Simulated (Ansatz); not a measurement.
# How far PBE-D3(BJ) and r2SCAN+rVV10 part for hypothetical CdI2 type CeO2, pressure 10 GPa

Consider CeO2 in the CdI2 type structure (space group P-3m1, No. 164; a = 3.602 Å, c = 4.523 Å; a hypothetical phase, not in the database extracts checked).

(Cell as relaxed with PBE-D3(BJ).)

Levels (all Ansatz, a quantum-chemistry and plane-wave program, PAW, earlier PAW set): PBE-D3(BJ) (420 eV, scalar-relativistic without spin-orbit coupling); r2SCAN+rVV10 (500 eV, scalar-relativistic without spin-orbit coupling).

Each level relaxes its own structure.

| base | PBE-D3(BJ) | r2SCAN+rVV10 |
|---|---|---|
| volume per atom | 16.94 Å³ | 16.44 Å³ |
| lattice parameter a | 3.602 Å | 3.595 Å |
| band gap | 2.23 eV | 2.48 eV |

One thing is altered: a hydrostatic pressure of 10 GPa.

| quantity | PBE-D3(BJ) | r2SCAN+rVV10 |
|---|---|---|
| c/a ratio | 1.067 | … |
| smallest direct gap | 2.14 eV | … |
| volume per atom | 13.85 Å³ | … |

**Question.** Given the PBE-D3(BJ) results, estimate those of r2SCAN+rVV10.

**Answer.** 
- c/a ratio, r2SCAN+rVV10: 1.052
- smallest direct gap, r2SCAN+rVV10: 2.38 eV
- volume per atom, r2SCAN+rVV10: 13.65 Å³

PBE-D3(BJ)'s c/a ratio lies 0.0156 above r2SCAN+rVV10's; PBE-D3(BJ)'s smallest direct gap lies 0.24 eV below r2SCAN+rVV10's; PBE-D3(BJ)'s volume per atom lies 0.20 Å³ above r2SCAN+rVV10's (1.5 %). Neither level is exact; r2SCAN+rVV10 is the comparison here, not a measurement.

Load acts through the strain it causes; cell and atoms are relaxed under it. Stability against distortions was not tested. Competing high-pressure phases were not computed. Seeded moments were not kept for the base. The final runs are not spin-polarised.
